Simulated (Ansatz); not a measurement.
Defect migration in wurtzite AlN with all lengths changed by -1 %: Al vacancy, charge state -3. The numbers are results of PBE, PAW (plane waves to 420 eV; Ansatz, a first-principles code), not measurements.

Cell of 72 host sites held at the strained lattice (strain from the relaxed PBE one, atoms relaxed); a 2×2×2 k-point mesh shifted by half a step along c; Fermi-Dirac width 0.01 eV, spin-restricted; finite-size errors left in. Static, classical nuclei. The charge state is imposed; whether it is stable for some Fermi level was not computed. Forms of the defect that were not tried may lie lower.

The step: a nearby Al atom hops onto the vacant site. Atoms about the jump, Cartesian Å from the middle of the jump, before and after:

```json
[
 {"atom": "Al1", "x0": "1.50", "y0": "0.00", "z0": "0.00", "x1": "-1.50", "y1": "0.00", "z1": "0.00"},
 {"atom": "N2", "x0": "0.12", "y0": "0.95", "z0": "-0.63", "x1": "-0.12", "y1": "0.95", "z1": "-0.63"},
 {"atom": "N3", "x0": "1.56", "y0": "-1.81", "z0": "-0.57", "x1": "1.55", "y1": "-1.94", "z1": "-0.63"},
 {"atom": "N4", "x0": "-1.55", "y0": "-1.94", "z0": "-0.63", "x1": "-1.56", "y1": "-1.81", "z1": "-0.57"},
 {"atom": "N5", "x0": "-1.55", "y0": "-0.02", "z0": "2.20", "x1": "-1.56", "y1": "-0.02", "z1": "1.92"},
 {"atom": "N6", "x0": "1.56", "y0": "-0.02", "z0": "1.92", "x1": "1.55", "y1": "-0.02", "z1": "2.20"},
 {"atom": "Al7", "x0": "-0.04", "y0": "-2.67", "z0": "0.00", "x1": "0.04", "y1": "-2.67", "z1": "0.00"},
 {"atom": "Al8", "x0": "-0.02", "y0": "0.87", "z0": "2.47", "x1": "0.02", "y1": "0.87", "z1": "2.47"},
 {"atom": "N9", "x0": "0.01", "y0": "-2.71", "z0": "1.92", "x1": "-0.01", "y1": "-2.71", "z1": "1.92"},
 {"atom": "Al10", "x0": "1.54", "y0": "-1.80", "z0": "2.49", "x1": "1.55", "y1": "-1.78", "z1": "2.47"},
 {"atom": "Al11", "x0": "-1.55", "y0": "-1.78", "z0": "2.47", "x1": "-1.54", "y1": "-1.80", "z1": "2.49"},
 {"atom": "Al12", "x0": "-0.03", "y0": "0.86", "z0": "-2.42", "x1": "0.03", "y1": "0.86", "z1": "-2.42"},
 {"atom": "Al13", "x0": "-0.01", "y0": "2.62", "z0": "0.00", "x1": "0.01", "y1": "2.61", "z1": "0.00"}
]
```

Q: Give the saddle-point geometry and the barrier.

A: 
| atom | x | y | z |
|---|---|---|---|
| Al1 | 0.00 | -0.39 | 0.28 |
| N2 | 0.00 | 1.08 | -0.69 |
| N3 | 1.40 | -1.81 | -0.51 |
| N4 | -1.40 | -1.81 | -0.51 |
| N5 | -1.40 | -0.05 | 1.94 |
| N6 | 1.41 | -0.05 | 1.94 |
| Al7 | 0.00 | -2.90 | 0.01 |
| Al8 | 0.00 | 0.95 | 2.59 |
| N9 | 0.00 | -2.77 | 1.93 |
| Al10 | 1.52 | -1.80 | 2.50 |
| Al11 | -1.52 | -1.80 | 2.50 |
| Al12 | 0.00 | 0.93 | -2.46 |
| Al13 | 0.00 | 2.72 | 0.00 |
It lies 2.14 eV above the start and 2.14 eV above the end. The saddle point's order was not checked, and it lies on a symmetry element of the cell, where a band can be held.
